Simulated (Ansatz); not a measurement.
**GaP: pressure series**

The reference is GaP in the zinc blende structure (space group F-43m, No. 216).

```xyz
2
Lattice="0.0000 2.7532 2.7532 2.7532 0.0000 2.7532 2.7532 2.7532 0.0000" Properties=species:S:1:pos:R:3 pbc="T T T"
P      4.1298     4.1298     4.1298
Ga     0.0000     0.0000     0.0000
```

Cell and atoms are relaxed at each pressure.

Method: DFT with PBE, PAW potentials and a 420 eV plane-wave cutoff in Ansatz (a program for electronic structure), no spin-orbit coupling, earlier PAW set.

Computed cases, in order: pressure −2 GPa; pressure −1 GPa; 0 GPa (base); pressure 3 GPa; pressure 7 GPa; pressure 15 GPa; pressure 30 GPa; pressure 50 GPa; pressure 75 GPa; pressure 100 GPa.

Problem. Between which two neighbouring cases does the gap turn between direct and indirect?

Solution. Between 0 GPa (base) (1.58 eV, direct at Γ) and pressure 3 GPa (1.58 eV, indirect, Γ → Γ–X (87 % along)). The whole series: pressure −2 GPa: 1.35 eV, direct at Γ; pressure −1 GPa: 1.47 eV, direct at Γ; 0 GPa (base): 1.58 eV, direct at Γ; pressure 3 GPa: 1.58 eV, indirect, Γ → Γ–X (87 % along); pressure 7 GPa: 1.51 eV, indirect, Γ → Γ–X (87 % along); pressure 15 GPa: 1.37 eV, indirect, Γ → Γ–X (88 % along); pressure 30 GPa: 1.13 eV, indirect, Γ → Γ–X (88 % along); pressure 50 GPa: 0.87 eV, indirect, Γ → Γ–X (88 % along); pressure 75 GPa: 0.58 eV, indirect, Γ → X; pressure 100 GPa: 0.34 eV, indirect, Γ → X.

Load acts through the strain it causes; cell and atoms are relaxed under it. Whether these cells are dynamically stable was not tested. The real GaP has an indirect gap at ambient pressure; PBE orders its close-lying valleys differently. Measured, GaP leaves this structure (for a Cmcm phase) near 26 GPa (temperature not stated; as listed in Datta, Sujoy, Jana, Debnarayan, arXiv (2020)).
